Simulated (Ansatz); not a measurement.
**Bulk modulus B0 of WMo (model structure, Pm-3m, No. 221, 2 atoms in the cell) at several levels of theory**

No measured value is used here.

```csv
level (code),value (GPa),cell (Å³/atom)
LDA (Ansatz),314,15.23
PBEsol (Ansatz),301,15.50
r²SCAN (Ansatz),296,15.77
```

Density-functional levels without +SOC have no spin–orbit coupling. LDA, PBEsol, r²SCAN: the run has no spin polarisation, so it can have missed a magnetic state. LDA, PBEsol, r²SCAN: the bulk modulus is −V dP/dV from two relaxed cells at ±2 % in volume. Each level is taken at its own relaxed cell. Cutoffs differ between the levels. Ansatz's density-functional and Hartree–Fock values are scalar-relativistic unless marked +SOC, with PAW data made under PBE.

A model structure was made by putting elements into a prototype or built by hand; it is no filed structure, need not be a known phase, and can be a saddle point held by its symmetry.

Ansatz is an electronic-structure program.
